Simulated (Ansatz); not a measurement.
Input:

```yaml
crystal:
  lattice:
    - [0.00000, 1.75704, 1.75704]
    - [1.75704, 0.00000, 1.75704]
    - [1.75704, 1.75704, 0.00000]
  atoms:
    - { symbol: C, position: [0.00000, 0.00000, 0.00000] }
    - { symbol: C, position: [0.25000, 0.25000, 0.25000] }
```

No spin polarisation.

Calculations: LDA in Ansatz (plane waves to 420 eV, PAW, spin-orbit coupling left out). Γ-centred 16×16×16 mesh, Fermi–Dirac width 0.05 eV.

Task: Predict the space group and band gap.

Result: The space group comes out as Fd-3m (No. 227) and the band gap is 4.21 eV.

The cells carry an imposed strain or load. Whether these cells are dynamically stable was not tested. The cell was made from C in the diamond structure (space group Fd-3m, No. 227) by this change: isotropic strain −0.50 %.

Ansatz is an electronic-structure program.
